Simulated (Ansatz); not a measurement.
Ansatz (a first-principles code), DFT, PBE, plane waves, its default PAW files: fcc Cu, atoms displaced (Cu108), 108 atoms. Basis and mesh were picked for this test and aren't claimed converged.

Ansatz 0.2 input:
```yaml
crystal:
  lattice:
    - [10.845, 0.0, 0.0]
    - [0.0, 10.845, 0.0]
    - [0.0, 0.0, 10.845]
  atoms:
    - { symbol: Cu, position: [0.995811, 0.999229, 0.998763] }
    - { symbol: Cu, position: [0.004162, 0.164389, 0.170055] }
    - { symbol: Cu, position: [0.163927, 0.999242, 0.168312] }
    - { symbol: Cu, position: [0.165845, 0.170081, 0.002451] }
    - { symbol: Cu, position: [0.999948, 0.004384, 0.330739] }
    - { symbol: Cu, position: [0.000975, 0.169196, 0.500797] }
    - { symbol: Cu, position: [0.170353, 0.998683, 0.497089] }
... (98 lines of coordinates left out) ...
    - { symbol: Cu, position: [0.665656, 0.834273, 0.831414] }
    - { symbol: Cu, position: [0.833243, 0.667195, 0.833224] }
    - { symbol: Cu, position: [0.837816, 0.831571, 0.667794] }
kpoints:
  mp_grid: { grid: [2, 2, 2] }
hamiltonian:
  xc: pbe
  pseudopotentials: { kind: paw }
scf:
  occupations: { method: fermi_dirac, width: 0.1 }
  eigensolver: { mixed_precision: true }
output:
  forces: true
```

```bash
OMP_NUM_THREADS=32 ANSATZ_TIMINGS=1 ansatz run --backend cuda --devices 1 --threads 32 --max-ram 600GiB --events-out run.ndjson --runs-dir run.runs --progress --plain run.yaml
```

The program reports k-points after symmetry: 8, bands at the start: 1134, electrons: 2052, plane waves at Γ: 24885, cutoff (eV): 420, FFT grid: 75×75×75, symmetry operations: 1.

Machine: one whole node with four NVIDIA GB200 cards and two Grace (Neoverse V2) sockets of 72 cores, of which 136 in all may be used; each card has its host threads on the socket beside it.

On 1 card, 32 host threads this takes 16 s. Times are medians of repeated runs, from launch to exit, start-up of the cards included. No other job ran on the node; its own services took about 4 cores, and under one core (or 1.5 %) of those that a run was pinned to. Unless noted, each process is bound to its own block of adjacent cores. The build: release build for Arm (Neoverse V2), with CUDA, one process with threads; another build can shift the numbers. Scratch files lie in a memory file system.

### Question
Make this run faster without changing its result beyond 1.0 meV/atom in energy, 10 meV/Å in forces (largest component). Keep to the same cards.

### Answer
Several could match; the one computed here: going from scf.eigensolver.mixed_precision = true to scf.eigensolver.mixed_precision = false (default), the fastest among the values tried that keep the result.

```diff
-  eigensolver: { mixed_precision: true }
```

Time: 16 s to 2.9 s (5.3× as fast). The largest move is in band solves (diag): 14 s to 1.3 s. The band solves carry the change: the iterations make 182763 against 131570 applications of H to a band, at 0.075 against 0.01 ms of diag time each. As resolved by the program: band solver davidson against band_cg, real-arithmetic solve false against true. These two results differ by: energy under 0.001 meV/atom, forces (largest component) 0.043 meV/Å. Others tried: scf.eigensolver.real_solve = false, scf.eigensolver.mixed_precision = false (default) (4.6 s); scf.eigensolver.kind = davidson, scf.eigensolver.mixed_precision = false (default) (6.7 s); scf.eigensolver.kind = davidson, scf.eigensolver.mixed_precision = true (16 s).
